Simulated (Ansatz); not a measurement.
A periodic model of amorphous Si24Al6Y6O48N12:

```
AlYN2O8Si4
1.0
   11.02253    -0.08622     0.31621
   -0.08622    10.58300    -0.15860
    0.31621    -0.15860    10.60010
Si Al Y O N
24 6 6 48 12
Cartesian
  7.57931   1.02022   9.25275
  2.33517   1.77699   1.39633
  7.60704   2.92828   4.12024
  2.54233   7.38973   1.10530
  2.99027   9.63261   1.74568
  1.09324   0.11195   3.73909
  7.28519   2.89383   6.95685
  9.18889   0.79478   0.83800
 10.92508   9.57496   7.49797
  7.22369   7.89471   4.16459
  4.68147   7.48907   5.94820
  1.56234   6.09593   9.37448
  4.64347   5.45688  10.02814
  1.90143   2.18244   6.04546
  9.02025   8.91100   9.41907
  9.20585   3.80689   1.52680
  2.66815   3.87611   3.47777
  1.01820   6.08512   3.62906
  5.24593   0.30904  10.68790
  9.62648   6.17728  10.26996
  6.00141   0.83606   5.20224
  0.78638   3.25975  10.08981
  7.05216   0.01998   2.65069
  3.00487  10.06728   4.91445
  7.93930   9.55717   6.73766
 10.16843   8.39705   4.94265
  8.96615   5.60225   4.08800
  3.50434   2.47252   9.03480
  1.84031   7.53846   6.31351
  0.78132   0.85592   9.47900
  7.62017   6.39542   7.29973
  4.88615   9.91804   7.65330
 10.91298   4.93149   7.07818
  4.57017   4.06249   5.94493
  5.75525   5.47848   2.94709
  5.94539   7.99802   0.29777
  5.59440   7.32438   4.56323
  1.13452   4.46694   3.36311
 10.84276   3.84158   1.21462
  3.99290   8.22773   1.56946
  3.03089   2.45888   7.27698
 10.55323   8.77434   8.95987
 10.65744   9.77392   3.90784
  8.26482   2.69922   5.64855
  8.60445   0.12166   2.19253
  4.32362   4.01300   9.34784
  2.82781   2.94958   4.83614
  6.98781   0.04545   8.10687
  9.16195   5.39177   5.87883
  1.54488   6.63087   7.84530
  1.29895   4.47875   9.10302
  1.22333   1.25828   2.52205
  1.45266   6.17501   5.20513
  3.02764   3.10303   2.08554
  4.41862   0.45699   5.06827
 10.52159   6.65435   3.87342
  4.97362   5.76092   0.95426
  8.01907   8.38221   8.25064
  6.78608   9.13532   3.17028
  6.54008  10.10461   5.68552
  6.44264   1.45832  10.35426
  1.80263   8.84922   0.85238
  5.21867   9.37296   9.78122
  1.95698   6.72324   2.46036
  9.38910   5.75242   8.70197
  5.76543   7.95040   7.06524
  8.70889   5.16858   0.67575
  0.60367   3.09394   6.26096
  8.76206   7.63616  10.56681
  4.01950   6.08276   6.37488
  7.96126   2.37676   8.35564
 10.89122   2.26737   9.44363
  3.82223   4.94736   3.83457
  4.34188   0.93950   9.24830
  9.54654  10.31456   7.00274
  1.17591   0.04570   7.99865
  5.76030   6.40497   9.28006
  6.25138   3.86962   4.33803
  5.90757  10.35937   1.25479
 11.23831   6.45621  10.55077
  5.91265   2.02180   6.40786
 10.73489   0.39239   0.67484
  6.61240   4.36905   7.10548
  8.69164   2.38271   0.89039
  3.53902   0.54141   1.20551
  3.02082   6.28101  10.29296
  8.68895  -0.05491  10.07319
  2.44561   9.68022   3.34465
  7.66532   6.56123   3.24518
  3.36472   8.69108   5.96472
  2.11420   2.11978  10.37166
  8.34343   8.19185   5.43631
  8.72004   3.86413   3.16960
  6.81335   1.35395   3.76366
  1.74317   0.60188   5.33132
  0.33039   8.49562   6.03866
```

Methods: PBE, scalar-relativistic without spin-orbit coupling (Ansatz, a first-principles code); r2SCAN, scalar-relativistic without spin-orbit coupling (Ansatz); HSE06, scalar-relativistic without spin-orbit coupling (Ansatz). Neutral PBE cell, which sets geometry, pressure and energy: sampling: a 2×2×2 Γ-centred mesh; Fermi-Dirac width 0.02 eV; no spin polarisation. Exact exchange is cut at the faces of this 11 Å cell, which leaves hybrid gaps a finite-size error.

Preparation: random packing, a CHGNet melt and quench, and a DFT relaxation. O and N atoms were pushed apart under 1.9 Å during the dynamics, to hinder bonds among them. The hot cell started wider than the set density and was brought back towards it in steps. It is the lowest in DFT energy of 2 quenches. It is a model cell: composition and starting density were chosen by hand, and all elements were melted together. No dispersion term was used. Its density started from a set value of 3.20 and ended at 3.10 g/cm³. Cooling (nominally 570 K/ps over its main leg) ran many orders faster than in experiment, which tends to leave more defects and strain. A cell of this size samples the disorder only roughly. Volume and shape were free in the relaxation.

Question: Give the pressure and the spacing of the highest filled and lowest empty levels.

Answer: 
Pressure on a 2×2×2 Γ-centred mesh: 0.02 GPa
Largest force and stress component on that mesh (the relaxation ran on the zone centre alone): 0.03 eV/Å and 0.0 GPa
Level gap on a 2×2×2 Γ-centred mesh (PBE): 3.28 eV
Level gap at the zone centre (PBE): 3.28 eV
Level gap at the zone centre (r2SCAN): 3.75 eV
Level gap at the zone centre (HSE06): 4.67 eV
Distance between the nearest levels spread over more than a fifth of the atoms or a third of the atoms of their main element (six at least) (PBE, zone centre): 3.73 eV

Question: At PBE and the zone centre, how localised are the states just below and above the Fermi level (participation number: the atoms over which a state spreads)?

Answer: The highest filled state is spread over 3.4 atoms' worth, largest on N96, with weights by element (charge in smoothed Voronoi cells) N 0.75, O 0.15, Si 0.05. The lowest empty state is spread over 74.8 atoms' worth, largest on Y36, with weights by element (charge in smoothed Voronoi cells) O 0.48, Si 0.19, Y 0.15.

At PBE the levels at the filled edge of the gap are localised (band-tail or defect states), and the nearest spread-out levels lie 3.7 eV apart at the zone centre.

Bonds are counted up to Si-Si 2.60 Å, Si-Al 2.55 Å, Si-Y 3.09 Å, Si-O 1.98 Å, Si-N 2.04 Å, Al-Al 2.66 Å, Al-Y 3.20 Å, Al-O 2.24 Å, Al-N 2.26 Å, Y-Y 3.74 Å, Y-O 2.88 Å, Y-N 2.88 Å, O-O 1.58 Å, O-N 1.64 Å, N-N 1.70 Å. Two cations that share two anions don't count as bonded, nor two that share one unless they lie closer than Si-Si 2.38 Å, Si-Al 2.48 Å, Si-Y 3.01 Å, Al-Al 2.59 Å, Al-Y 3.11 Å, Y-Y 3.64 Å.
